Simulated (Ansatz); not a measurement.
Consider the following.

```
CELL_PARAMETERS angstrom
      2.70455     0.00000     0.00000
     -1.35227     2.32768     0.00000
      0.00000     0.00000     4.26010
ATOMIC_POSITIONS crystal
  Ru 0.33311 0.66621 0.75000
  Ru 0.66689 0.33379 0.25000
```

No spin polarisation.

Calculations: r2SCAN in Ansatz (plane waves to 500 eV, PAW, no SOC). Settings: 20×20×11 k-points, 0.05 eV Fermi–Dirac smearing.

Q: What is the computed band gap?

A: Zero.

Q: Estimate the pressure (mean of the normal stresses, compression positive).

A: 2.1 GPa.

The cells carry an imposed strain or load. Whether these cells are dynamically stable was not tested. The final runs are not spin-polarised. The cell was made from Ru in the hcp (Mg type) structure (space group P6_3/mmc, No. 194) by this change: uniaxial strain ε_yy = −0.62 %.

Ansatz is a program for electronic structure.
